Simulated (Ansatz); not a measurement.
## VSi₂ (P6₂22, No. 180)

Method: LDA (plane waves, PAW; Ansatz, a program for electronic structure).

Settings: plane-wave cutoff 520 eV, 18×18×10 k mesh (along the axes of the cell as run), Fermi–Dirac smearing 0.05 eV, no spin polarisation, scalar-relativistic PAW data made under PBE.

Cell (relaxed at this level):

```xyz
9
Lattice="4.4914 0.0000 0.0000 -2.2457 3.8897 0.0000 0.0000 0.0000 6.2772" Properties=species:S:1:pos:R:3 pbc="T T T"
V     -1.1229     1.9448     1.0462
V      2.2457     0.0000     3.1386
V      1.1229     1.9448     5.2310
Si     2.2457     2.6185     3.1386
Si    -1.1448     3.2541     5.2310
Si     1.1009     0.6356     1.0462
Si     0.0000     1.2712     3.1386
Si     3.3905     0.6356     5.2310
Si     1.1448     3.2541     1.0462
```

For VSi₂ (P6₂22, No. 180), the band gap is zero (no gap).

Computed values are for the static lattice.
